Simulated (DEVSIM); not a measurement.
Device: illuminated Si n-on-p cell, one wavelength, at 300 K.

Layer 1 from the left is Si, thickness (μm) 0.140, Nd (cm⁻³) 2.3e18, τn (s) 1.2e-5, τp (s) 8.5e-6, absorption coefficient (cm⁻¹) 2700. Layer 2 from the left is Si, thickness (μm) 49.0, Na (cm⁻³) 1.7e17, τn (s) 9.5e-5, τp (s) 9.5e-5, absorption coefficient (cm⁻¹) 2700.

Left contact: ohmic, minority hole recombination velocity 1000 cm/s. Right contact: ohmic, minority electron recombination velocity 70 cm/s. Voltage is applied to the left contact. Recombination: SRH at mid-gap, radiative, Auger. Light enters at the left, 2.3e17 photons cm⁻² s⁻¹, one pass, no reflection. Mobility is constant in doping.

This is a model device: material constants are rounded textbook-type values typed into the input, and sizes, dopings and lifetimes were drawn at random. Values at 300 K.

Si: gap (eV) 1.124, affinity (eV) 4.05, permittivity 11.7, Nc (cm⁻³) 2.86e19, Nv (cm⁻³) 3.1e19, μn (cm²/Vs) 1417, μp (cm²/Vs) 470, B (cm³/s) 4.7e-15, Cn (cm⁶/s) 2.8e-31, Cp (cm⁶/s) 9.9e-32.

DEVSIM, 1D drift-diffusion, Boltzmann statistics, complete ionisation; no tunnelling, impact ionisation, image-force lowering or self-heating.

Q: What does the simulation give for the share of generated pairs collected at short circuit, the open-circuit voltage, the fill factor, the potential step across the device at zero bias?

A: share of generated pairs collected at short circuit 0.999; open-circuit voltage 0.726 V; fill factor 0.85; potential step across the device at zero bias 0.924 V.
